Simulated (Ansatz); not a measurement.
The starting structures come from a database of crystals and need not be the phases stable at ambient conditions.

The decay constant κ of evanescent states in the gap governs leakage through a thin film.

Input:

```
AlCsF4
1.0
    9.43621     0.00000     0.00000
   -4.71810     8.17200     0.00000
    0.00000     0.00000     3.70667
Cs Al F
3 3 12
Cartesian
  2.02978   3.51568   1.85333
 -2.68833   4.65632   1.85333
  5.37666   0.00000   1.85333
 -1.02817   1.78084   0.00000
  2.05634   0.00000   0.00000
  3.68994   6.39116   0.00000
 -0.99132   1.71702   1.85333
  1.98264   0.00000   1.85333
  3.72678   6.45498   1.85333
  6.69447   2.16501   0.00000
  3.24582   1.29191   0.00000
  4.21402   4.71508   0.00000
  1.97637   6.00699   0.00000
 -1.47228   6.88009   0.00000
 -0.50408   3.45692   0.00000
  0.73032   1.26494   0.00000
  5.44842   6.90705   0.00000
  7.97558   0.00000   0.00000
```

Space group of this cell: P-62m. The cell is taken as given.

Transport runs along the normal of the first two printed cell vectors, the (001) plane of the conventional cell.

No gap correction and no spin-orbit coupling; mid-gap values are interpolated between computed energies.

Q: Estimate the band gap and the smallest decay constant κ at mid-gap that r2SCAN (Ansatz, a first-principles code) returns for this system.

A: Gap 8.12 eV on a 6×6×8 mesh; κ = 0.463 1/Å, at the zone centre.
